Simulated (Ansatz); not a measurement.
System: ScGeCN (model structure, started from the AlSiCN type, P3m1, No. 156, 4 atoms in the cell). Method: PBEsol (PAW; Ansatz, a program for electronic structure).

Excerpt of the program's output:

```
Crystal: 4 atoms, lattice volume = 52.289 Å³
Basis set: ecut = 520 eV, 1411 PW (Γ), exchange–correlation on 54×54×80 points (8 copies of the dense FFT grid, shifted against one another)
Bands: 21, of which v1, the nominal top of the filled ones, is band 17 counted from 1 (16 counted from 0)
Symmetry: 6 space group operations
Space group: P3m1 (ITA 156), of the structure as read, at distance tolerance 3.7e-5 Å
k-points: 100 of 864 (time reversal used)
Functional: x = pbesol(κ = 0.804, μ = 0.12345679012345678), c = pbesol(β = 0.046)
SCF iter   1: F=—  HF=-6992.136596 eV  |F-HF|=—  |Δ(HF+E_count)|=         —  Δρ=9.76e-3  dr2=5.58e-2
SCF iter   2: F=—  HF=-6992.120618 eV  |F-HF|=—  |Δ(HF+E_count)|=   1.60e-2  Δρ=2.98e-3  dr2=5.66e-3
  ...
SCF iter   9: F=—  HF=-6992.118831 eV  |F-HF|=—  |Δ(HF+E_count)|=   6.15e-9  Δρ=1.06e-6  dr2=5.82e-10
SCF iter  10: F=-6992.118831 eV  HF=-6992.118831 eV  |F-HF|=1.27e-11  |Δ(HF+E_count)|=  4.10e-10  Δρ=2.54e-7  dr2=3.22e-11
SCF 1 converged in 10 iterations: F = -6992.118831 eV  dr2 = 3.22e-11
SCF converged after 10 iterations
Free energy (F): -6992.118831 eV
Internal energy: -6992.118831 eV  (E = F + TS)
E sigma→0 (E₀):  -6992.118831 eV
Fermi energy:    10.729368 eV
--- Forces (eV/Å), atoms counted from 1 ---
  atom   1  Sc    -0.00000000    -0.00000000     0.00171030
  atom   2  Ge     0.00000000     0.00000000    -0.00297615
  atom   3  C     -0.00000000    -0.00000000     0.00081252
  atom   4  N      0.00000000     0.00000000     0.00045302
--- Stress (GPa, compression-positive) ---
        0.001184       0.000000       0.000000
        0.000000       0.001184       0.000000
       -0.000000       0.000000      -0.004309
  P = ⅓ Tr σ = -0.0006 GPa (-0.006 kbar)
```

Problem. Write an input file that could have produced this run (the log leaves some choices open).

Solution. Several could match; the one computed here: 
Ansatz 0.2 input:
```yaml
crystal:
  lattice:
    - [3.3786685375, 0.0, 0.0]
    - [-1.6893342688, 2.9260127845, 0.0]
    - [0.0, 0.0, 5.2891598587]
  atoms:
    - { symbol: Sc, position: [0.3333333333, 0.6666666667, 0.5261558671] }
    - { symbol: Ge, position: [0.6666666667, 0.3333333333, 0.9992446216] }
    - { symbol: C, position: [0.3333333333, 0.6666666667, 0.0926898984] }
    - { symbol: N, position: [0.6666666667, 0.3333333333, 0.6318996128] }
basis:
  ecutwfc: 520
  ecutrho_ratio: 4
  xc_grid: 2
kpoints:
  mp_grid: { grid: [12, 12, 6] }
  band_path:
    path:
      - [0.0, 0.0, 0.0]
      - [0.05, 0.0, 0.0]
      - [0.1, 0.0, 0.0]
      - [0.15, 0.0, 0.0]
      - [0.2, 0.0, 0.0]
      - [0.25, 0.0, 0.0]
      - [0.3, 0.0, 0.0]
      - [0.35, 0.0, 0.0]
      - [0.4, 0.0, 0.0]
      - [0.45, 0.0, 0.0]
      - [0.5, 0.0, 0.0]
      - [0.466667, 0.066667, 0.0]
      - [0.433333, 0.133333, 0.0]
      - [0.4, 0.2, 0.0]
      - [0.366667, 0.266667, 0.0]
      - [0.333333, 0.333333, 0.0]
      - [0.305556, 0.305556, 0.0]
      - [0.277778, 0.277778, 0.0]
      - [0.25, 0.25, 0.0]
      - [0.222222, 0.222222, 0.0]
      - [0.194444, 0.194444, 0.0]
      - [0.166667, 0.166667, 0.0]
      - [0.138889, 0.138889, 0.0]
      - [0.111111, 0.111111, 0.0]
      - [0.083333, 0.083333, 0.0]
      - [0.055556, 0.055556, 0.0]
      - [0.027778, 0.027778, 0.0]
      - [0.0, 0.0, 0.1]
      - [0.0, 0.0, 0.2]
      - [0.0, 0.0, 0.3]
      - [0.0, 0.0, 0.4]
      - [0.0, 0.0, 0.5]
      - [0.05, 0.0, 0.5]
      - [0.1, 0.0, 0.5]
      - [0.15, 0.0, 0.5]
      - [0.2, 0.0, 0.5]
      - [0.25, 0.0, 0.5]
      - [0.3, 0.0, 0.5]
      - [0.35, 0.0, 0.5]
      - [0.4, 0.0, 0.5]
      - [0.45, 0.0, 0.5]
      - [0.5, 0.0, 0.5]
      - [0.466667, 0.066667, 0.5]
      - [0.433333, 0.133333, 0.5]
      - [0.4, 0.2, 0.5]
      - [0.366667, 0.266667, 0.5]
      - [0.333333, 0.333333, 0.5]
      - [0.305556, 0.305556, 0.5]
      - [0.277778, 0.277778, 0.5]
      - [0.25, 0.25, 0.5]
      - [0.222222, 0.222222, 0.5]
      - [0.194444, 0.194444, 0.5]
      - [0.166667, 0.166667, 0.5]
      - [0.138889, 0.138889, 0.5]
      - [0.111111, 0.111111, 0.5]
      - [0.083333, 0.083333, 0.5]
      - [0.055556, 0.055556, 0.5]
      - [0.027778, 0.027778, 0.5]
      - [0.5, 0.0, 0.4]
      - [0.5, 0.0, 0.3]
      - [0.5, 0.0, 0.2]
      - [0.5, 0.0, 0.1]
      - [0.333333, 0.333333, 0.4]
      - [0.333333, 0.333333, 0.3]
      - [0.333333, 0.333333, 0.2]
      - [0.333333, 0.333333, 0.1]
    npoints: 1
hamiltonian:
  xc: pbesol
  dispersion: none
  pseudopotentials: { kind: paw }
scf:
  occupations: { method: fermi_dirac, width: 0.01 }
  convergence: { dr2_threshold: 0.0000000004 }
output:
  forces: true
  stress: true
  eigenvalues: true
  write_bands: true
```

The PAW data were made under PBE.

Note: the relaxation could raise the start's symmetry but not lower it, so the cell can be a saddle point.

Computing time: very roughly 22 core-seconds.

A model structure was made by putting elements into a prototype or built by hand; it is no filed structure, need not be a known phase, and can be a saddle point held by its symmetry.
